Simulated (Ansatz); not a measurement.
The structure below was relaxed with Ansatz (a program for electronic structure), PBEsol, PAW, cutoff 420 eV, no spin-orbit coupling, at pressure 15 GPa.

```
CELL_PARAMETERS angstrom
      0.00000     2.55669     2.55669
      2.55669     0.00000     2.55669
      2.55669     2.55669     0.00000
ATOMIC_POSITIONS crystal
  S  0.25000 0.25000 0.25000
  Zn 0.00000 0.00000 0.00000
```

### Question
Find the space group and the Wyckoff positions.

### Answer
Space group F-43m (No. 216); a = b = c = 5.1134 Å, α = β = γ = 90.00°

```json
[
 {"atom": "S", "site": "4d", "symmetry": "-43m", "x": "0.7500", "y": "0.7500", "z": "0.7500"},
 {"atom": "Zn", "site": "4a", "symmetry": "-43m", "x": "0.0000", "y": "0.0000", "z": "0.0000"}
]
```

### Question
Describe the coordination.

### Answer
The crystal has 8 atoms in its conventional cell. Conventional cell: a = b = c = 5.113 Å, α = β = γ = 90.00°. S sees 4 Zn at 2.214 Å (tetrahedral). Zn sees 4 S at 2.214 Å (tetrahedral). (Neighbours: up to the widest gap in distance over summed covalent radii, below 1.35, at either atom; cation-cation and far metal-metal contacts left out.)

Load acts through the strain it causes; cell and atoms are relaxed under it. Stability against distortions was not tested. Measured, ZnS leaves this structure (for rock salt) near 14.7 GPa (temperature not stated; as listed in Datta, Sujoy, Jana, Debnarayan, arXiv (2020)), on rising pressure, with hysteresis. The cell was made from ZnS in the zinc blende structure (space group F-43m, No. 216) by this change: pressure 15 GPa.
